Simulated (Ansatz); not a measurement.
**O on the 1x1 (110) surface of bcc W, one in a 2x2 cell, started at the site 'hollow W-W-W'**

Calculation: PBE (plane waves to 420 eV, PAW; Ansatz, a quantum-chemistry and plane-wave program).

Set-up: 17 atoms, 6.6 Å thick at the start under the adsorbate (thin: gaps and levels are the slab's own); mesh 6x6x1; 0.1 eV smearing; dipole correction on; 8 atoms held, the rest relaxed; held to the start's symmetry, so lower structures may exist; no spin, no spin-orbit, no U, no dispersion correction. At the end it is bonded to 3 W. In PBE it is, or lies within 0.03 eV of, the lowest of the starts that converged.

- adsorption energy against ½ O2(g) = -4.16 eV
- work function of the top face = 4.77 eV
- change of the work function = -0.047 eV
- change of the step from the bottom to the top vacuum level, against the clean slab = -0.057 eV
- energy released by relaxation = 1.15 eV
- height of the binding atom over the mean of the host atoms within 0.3 Å of the top one = 1.199 Å
- nearest host atoms of the binding atom = W at 2.06 Å, W at 2.06 Å, W at 2.10 Å
- largest move of a host atom = 0.14 Å
- cost = very roughly 4 core-minutes

A negative adsorption energy means that the adsorbate is more stable on the surface than in its reference.
